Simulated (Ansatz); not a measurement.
An Ansatz (an electronic-structure program) run: InAgTe2 with a change (isotropic strain +1.50 %); DFT with PBE, PAW potentials and a 420 eV plane-wave cutoff in Ansatz, no spin-orbit coupling.

Input:

Ansatz 0.2 input:
```yaml
crystal:
  lattice:
    - [-3.333590708, 3.333590708, 6.59720352]
    - [3.333590708, -3.333590708, 6.59720352]
    - [3.333590708, 3.333590708, -6.59720352]
  atoms:
    - { symbol: In, position: [0.5, 0.5, 0] }
    - { symbol: In, position: [0.25, 0.75, 0.5] }
    - { symbol: Te, position: [0.375, 0.3694135091, 0.4944135091] }
    - { symbol: Te, position: [0.6305864909, 0.125, 0.0055864909] }
    - { symbol: Te, position: [0.875, 0.8805864909, 0.5055864909] }
    - { symbol: Te, position: [0.1194135091, 0.625, 0.9944135091] }
    - { symbol: Ag, position: [0, 0, 0] }
    - { symbol: Ag, position: [0.75, 0.25, 0.5] }
basis: { ecutwfc: 420, ecutrho_ratio: 4, xc_grid: 2, fft_grid_basis: typed }
kpoints: { mp_grid: { grid: [7, 7, 7] } }
hamiltonian:
  xc: pbe
  dispersion: none
  pseudopotentials: { kind: paw }
scf: { occupations: { method: fermi_dirac, width: 0.05 }, convergence: { dr2_threshold: 0.0000000008 } }
relax: { f_tol: 0.005, max_steps: 50 }
output: { forces: true, stress: true }
checkpoint: { write: state.ck, write_every: 1000 }
```

Output (explanatory and most iteration lines left out):

```
Relaxation: its limit of steps is 50 (relax.max_steps)
Pseudopotential: In, paw, valence charge 13
Pseudopotential: Te, paw, valence charge 16
Pseudopotential: Ag, paw, valence charge 19
Crystal: 8 atoms, lattice volume = 293.254 Å³
Basis set: ecut = 420 eV, 5751 PW (Γ), exchange–correlation on 120×120×120 points (8 copies of the dense FFT grid, shifted against one another)
Bands: 77, of which v1, the nominal top of the filled ones, is band 64 counted from 1 (63 counted from 0)
Symmetry: 8 space group operations
Space group: I-42d (ITA 122), of the structure as read, at distance tolerance 6.6e-5 Å
k-points: 40 of 343 (time reversal used)
Functional: x = pbe(κ = 0.804, μ = 0.2195149727645171), c = pbe(β = 0.06672455060314922)
SCF iter   1: F=—  HF=-54298.883538 eV  |F-HF|=—  |Δ(HF+E_count)|=         —  Δρ=8.65e-4  dr2=3.68e-3  ethr=1.77e-3  ⟨swp⟩=6.1  Hψ=11494  notcnv=0  defer=45
SCF iter   2: F=—  HF=-54298.884514 eV  |F-HF|=—  |Δ(HF+E_count)|=   9.76e-4  Δρ=4.81e-4  dr2=9.16e-4  ethr=2.88e-6  ⟨swp⟩=2.1  Hψ=5105  notcnv=0  defer=135
SCF 1 converged in 9 iterations: F = -54298.885341 eV  dr2 = 1.11e-10
relax step   1: F+E_penalty+E_count = -54298.88534149 eV  Δ(F+E_penalty+E_count) = +0.000e0 eV  max|allowed force component| = 5.569e-2 eV/Å  Δτ_max = 0.0000 Å  (9 SCF iters, accepted)
Crystal: 8 atoms, lattice volume = 293.254 Å³
SCF iter   1: F=—  HF=-54298.886159 eV  |F-HF|=—  |Δ(HF+E_count)|=         —  Δρ=5.43e-4  dr2=6.97e-4  ethr=4.93e-7  ⟨swp⟩=2.9  Hψ=8948  notcnv=0  defer=194
SCF iter   2: F=—  HF=-54298.886061 eV  |F-HF|=—  |Δ(HF+E_count)|=   9.78e-5  Δρ=2.63e-4  dr2=1.39e-4  ethr=4.93e-7  ⟨swp⟩=2.0  Hψ=3687  notcnv=0  defer=194
SCF 2 converged in 8 iterations: F = -54298.886056 eV  dr2 = 1.50e-10
relax step   2: F+E_penalty+E_count = -54298.88605590 eV  Δ(F+E_penalty+E_count) = -7.144e-4 eV  max|allowed force component| = 3.569e-2 eV/Å  Δτ_max = 0.0178 Å  (8 SCF iters, accepted)
Crystal: 8 atoms, lattice volume = 293.254 Å³
SCF iter   1: F=—  HF=-54298.886577 eV  |F-HF|=—  |Δ(HF+E_count)|=         —  Δρ=2.13e-4  dr2=1.07e-4  ethr=8.43e-7  ⟨swp⟩=3.7  Hψ=6535  notcnv=0  defer=194
SCF iter   2: F=—  HF=-54298.886560 eV  |F-HF|=—  |Δ(HF+E_count)|=   1.78e-5  Δρ=1.03e-4  dr2=2.15e-5  ethr=8.32e-8  ⟨swp⟩=2.1  Hψ=4672  notcnv=0  defer=194
SCF 3 converged in 7 iterations: F = -54298.886550 eV  dr2 = 1.79e-10
relax step   3: F+E_penalty+E_count = -54298.88654979 eV  Δ(F+E_penalty+E_count) = -4.939e-4 eV  max|allowed force component| = 3.332e-4 eV/Å  Δτ_max = 0.0070 Å  (7 SCF iters, accepted)
SCF converged after 7 iterations
Free energy (F): -54298.886550 eV
Internal energy: -54298.885234 eV  (E = F + TS)
E sigma→0 (E₀):  -54298.885892 eV
Entropy (-TS):   -0.001316 eV (-0.165 meV/atom)
Fermi energy:    6.428017 eV
--- Forces (eV/Å), atoms counted from 1 ---
  atom   1  In     0.00000000     0.00000000     0.00000000
  atom   2  In     0.00000000    -0.00000000     0.00000000
  atom   3  Te     0.00033324     0.00000000     0.00000000
  atom   4  Te    -0.00000000    -0.00033324     0.00000000
  atom   5  Te    -0.00033324     0.00000000     0.00000000
  atom   6  Te     0.00000000     0.00033324     0.00000000
  atom   7  Ag     0.00000000     0.00000000    -0.00000000
  atom   8  Ag     0.00000000     0.00000000     0.00000000
--- Stress (GPa, compression-positive) ---
       -1.454035      -0.000000       0.000000
       -0.000000      -1.454035       0.000000
        0.000000      -0.000000      -1.457235
  P = ⅓ Tr σ = -1.4551 GPa (-14.551 kbar)
--- Relaxed structure (3 steps of the walk, 3 accepted, 0 SCFs on fresh bases) ---
  atoms:
    - { symbol: In, position: [0.5, 0.5, -1.300942158116321e-19] }
    - { symbol: In, position: [0.24999999999999997, 0.75, 0.49999999999999994] }
    - { symbol: Te, position: [0.37499999999999994, 0.371029707763972, 0.49602970776397204] }
    - { symbol: Te, position: [0.628970292236028, 0.125, 0.003970292236027961] }
    - { symbol: Te, position: [0.875, 0.8789702922360279, 0.5039702922360279] }
    - { symbol: Te, position: [0.12102970776397201, 0.6249999999999999, 0.9960297077639721] }
    - { symbol: Ag, position: [-6.504710790581553e-20, -6.504710790581554e-20, -1.3009421581163104e-19] }
    - { symbol: Ag, position: [0.75, 0.24999999999999997, 0.49999999999999994] }
```

With Te present, leaving out spin-orbit coupling can change the band edges. No phonon test of stability was made. All final runs are without spin polarisation. The cell was made from InAgTe$_{2}$ in the chalcopyrite structure (space group I-42d, No. 122) by this change: isotropic strain +1.50 %.
